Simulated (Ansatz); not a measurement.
BP (F-43m), HSE06 with spin-orbit coupling, rigid bands in Ansatz (a first-principles code): band gap 1.93 eV, N_c = 3.84e19 cm⁻³ and N_v = 2.23e19 cm⁻³ at 300 K, conductivity masses of 0.316 mₑ (electrons) and 0.408 mₑ (holes). Take k_BT = 0.02585 eV.

A film of it is 2 nm thick. Estimate the confinement energies in an infinite well.

ħ²π²/(2m t²) = 0.376 eV·nm²/(m/mₑ × t²) gives 297 meV for electrons and 230 meV for holes, so the gap would widen to about 2.46 eV. Finite barriers and nonparabolic bands lower this, and with several valleys or bands the heaviest mass along the normal sets the lowest level, not this average.

Find the intrinsic carrier density and the intrinsic Fermi level.

n_i = √(N_c N_v) exp(−E_g/2k_BT) = 2.93e19 × exp(−37.33) = 1.8e3 cm⁻³. The level lies (k_BT/2) ln(N_v/N_c) = -7 meV from mid-gap (positive towards the conduction band). Each 0.1 eV added to the gap lowers n_i by a factor of 6.9.

What built-in voltage has an abrupt junction with N_A = 1e17 and N_D = 1e17 cm⁻³, all dopants ionised?

V_bi = E_g/e − (k_BT/e) ln(N_c N_v/(N_A N_D)) = 1.93 − 0.02585 × 11.36 = 1.64 V. It follows the computed gap one for one.

Rigid, parabolic bands with the computed gap; masses take one relaxation time for all states. Geometry: cell and atoms relaxed with PBEsol.
